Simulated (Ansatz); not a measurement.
Consider BeTe in the rock salt structure (space group Fm-3m, No. 225; a = 5.302 Å; a hypothetical phase, not in the database extracts checked). Axes: x, y, z lie along the cube axes.

Level of theory: PBEsol in Ansatz (plane waves to 420 eV, PAW, no spin-orbit coupling).

For the base:

- Shortest interatomic distance: 2.651 Å
- Band gap: zero

One thing is altered: a free-standing slab of 2 layers (4 atoms, 2 a layer) is cut normal to the z axis, with 15 Å of vacuum and the in-plane cell held at bulk.

Q: Predict the new excess energy per area of both faces, shortest interatomic distance and band gap.

A: The excess energy per area of both faces (slab less bulk energy over the cell's area: twice a surface energy) comes out as 0.22 J/m² (uncertain by up to 0.05 J/m²); the shortest interatomic distance falls by 0.240 Å, from 2.651 Å to 2.411 Å; the band gap is still zero.

Slab and bulk use different k-meshes, which limits the precision of the excess energy. Spin-orbit coupling, missing from the scalar runs, can matter with Te. Stability against distortions was not tested. The final runs are not spin-polarised.

Ansatz is a program for electronic structure.
